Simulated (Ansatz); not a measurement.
SiO2 (P4₁2₁2, No. 92), treated with PBE-D3(BJ) in Ansatz (PAW).

Run with plane-wave cutoff 500 eV, 6×6×6 k mesh, gaussian smearing 0.02 eV, scalar-relativistic PAW data made under PBE.

Cell (relaxed at this level):

```
CELL_PARAMETERS angstrom
      4.94270     0.00000     0.00000
      0.00000     4.94270     0.00000
      0.00000     0.00000     6.81363
ATOMIC_POSITIONS crystal
  Si 0.30980 0.30980 0.00000
  Si 0.69020 0.69020 0.50000
  Si 0.19020 0.80980 0.25000
  Si 0.80980 0.19020 0.75000
  O  0.23474 0.12484 0.18980
  O  0.76526 0.87516 0.68980
  O  0.37516 0.73474 0.43980
  O  0.62484 0.26526 0.93980
  O  0.26526 0.62484 0.06020
  O  0.73474 0.37516 0.56020
  O  0.12484 0.23474 0.81020
  O  0.87516 0.76526 0.31020
```

**Question.** What does this level give for the band gap?

**Answer.** 
- band gap = 5.65 eV (on the SCF k mesh)

The computed numbers hold no vibrational or temperature effects.

Ansatz is a program for electronic structure.
